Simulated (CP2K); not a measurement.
## Several settings converged on a (110) slab of Li (cut from a parent of space group no. 229; 3 atoms in the cell)

```
CELL_PARAMETERS angstrom
      3.03150     0.00000     0.00000
     -4.04200     2.85812     0.00000
      0.00000     0.00000    18.95041
ATOMIC_POSITIONS crystal
  Li 0.00000 0.00000 0.36939
  Li 0.00000 0.50000 0.50000
  Li 0.00000 0.00000 0.63062
```

Base method: CP2K 2026.2 with PBEsol, GPW, DZVP-MOLOPT-SR-GTH basis, GTH-PBE potentials (GTH_POTENTIALS).

Base settings: CUTOFF = 400 Ry; REL_CUTOFF = 60 Ry; SMEAR/METHOD = GAUSSIAN; SIGMA = 0.1 eV; KPOINTS/SCHEME = MONKHORST-PACK 8 8 1; GAMMA_CENTERED = T; XC_FUNCTIONAL = PBE:PBESOL; Li/BASIS_SET = DZVP-MOLOPT-SR-GTH-q3; Li/POTENTIAL = GTH-PBE-q3; METHOD = GPW.

Core times come from one kind of shared machine, to one figure; runs under 30 s give none.

**The vacuum**

The mesh stays at the base's, so the ladder's end is converged at best in this setting alone.

Only quantities that move along the ladder and can be compared are tabulated; forces are left out, as grid noise moves with the cell.

```tsv
vacuum between outermost atoms (Å)	free energy less the last step's (meV/atom)	core time / last (rough)
3.0	-116.55	0.7
5.0	-37.21	0.6
7.0	-8.34	0.6
10.0	-0.67	0.6
14.0	0.05	0.6
30.0	0.00	1
```

Smallest vacuum between outermost atoms (Å) that holds the free energy within 1 meV/atom of the last step, with all finer ones: 10.0; the step before is off by 8.3 meV/atom.

**The k-point mesh**

Moved along: GAMMA_CENTERED.

Only quantities that move along the ladder and can be compared are tabulated.

```tsv
KPOINTS/SCHEME	free energy less the last step's (meV/atom)	largest difference of a force vector from the last step's (eV/Å)
MONKHORST-PACK 3 3 1	-82.94	0.019
MONKHORST-PACK 5 5 1	5.35	0.009
MONKHORST-PACK 7 7 1	-0.26	0.004
MONKHORST-PACK 8 8 1	2.22	0.014
MONKHORST-PACK 11 11 1	-4.66	0.000
MONKHORST-PACK 48 48 1	0.00	0.000
```

Coarsest KPOINTS/SCHEME that holds the forces within 0.005 eV/Å of the last step, with all finer ones: MONKHORST-PACK 11 11 1; the step before is off by 0.014 eV/Å.

Coarsest KPOINTS/SCHEME that holds the free energy within 2 meV/atom: not settled: the last two steps still differ by 4.7 meV/atom, over half the tolerance, so the ladder does not show it.

**The cutoff of the density grid**

The mesh stays at the base's, so the ladder's end is converged at best in this setting alone.

Only quantities that move along the ladder and can be compared are tabulated.

| CUTOFF | free energy less the last step's (meV/atom) | largest difference of a force vector from the last step's (eV/Å) | core time / last (rough) |
|---|---|---|---|
| 200 Ry | -87.63 | 0.109 | 0.3 |
| 240 Ry | -17.64 | 0.157 | 0.3 |
| 280 Ry | -5.30 | 0.020 | 0.4 |
| 400 Ry | -0.03 | 0.004 | 0.4 |
| 480 Ry | 0.00 | 0.000 | 0.6 |
| 800 Ry | 0.00 | 0.000 | 1 |

Coarsest CUTOFF that holds the forces within 0.005 eV/Å of the last step, with all finer ones: 400 Ry, at about 0.4 of the last step's time; the step before is off by 0.020 eV/Å.

Coarsest CUTOFF that holds the free energy within 0.5 meV/atom of the last step, with all finer ones: 400 Ry, at about 0.4 of the last step's time; the step before is off by 5.3 meV/atom.

On the base run: the starting cell has typed, rounded lattice constants, without a prior relaxation at this level. The slab is cut from that crystal, and its faces are unrelaxed. Its lattice was rescaled by up to half a per cent. Values carry the incompleteness of an atom-centred basis. The potentials were made for another functional than the one used.
